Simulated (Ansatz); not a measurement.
L1₀ (CuAu-type) FePt

Calculation: PBE-D3(BJ) in Ansatz (PAW).

Settings: plane-wave cutoff 520 eV, 20×20×16 k mesh (along the axes of the cell as run), Fermi–Dirac smearing 0.05 eV, spin-polarised with parallel moments, scalar-relativistic PAW data made under PBE.

Cell: relaxed at this level.

| Item | Result |
|---|---|
| equilibrium volume per atom | 13.60 Å³/atom |
| bulk modulus B0 | 221 GPa |
| lattice parameter a (two-atom tetragonal cell) | 2.701 Å |
| c axis length (two-atom tetragonal cell) | 3.727 Å |
| band gap | zero (no gap) |
| magnetic moment (largest site, within a sphere) | 2.93 μB |
| pressure derivative B′ of the bulk modulus | 5.2 |

Measured, for comparison: bulk modulus 208 GPa (room temperature, not corrected to a static lattice; as tabulated in First-principles calculations on Fe-Pt nanoclusters of various morphologies); lattice constant a 2.727 Å (room temperature, not corrected to a static lattice, P4/mmm two-atom cell, a_fct/√2; as tabulated in Sawada et al. (2023), arXiv:2212.12065); lattice parameter c 3.726 Å (room temperature, not corrected to a static lattice, 0.1 GPa; as tabulated in Sawada et al. (2023), arXiv:2212.12065). Computed (rounded) less measured: bulk modulus +6 %, lattice constant a -1.0 %, lattice parameter c 0.0 %. A static lattice is as a rule a little smaller and stiffer than an uncorrected measurement, which narrows the difference in the bulk modulus, lattice constant a and would widen misses of the other sign.

Note: the bulk modulus comes from volumes at which shape and atoms were relaxed.

Moments are spin moments.

Spin–orbit coupling is not included.

Static lattice: no zero-point or thermal effects.

Cost on a shared machine: roughly 18 core-minutes.

Ansatz is an electronic-structure program.
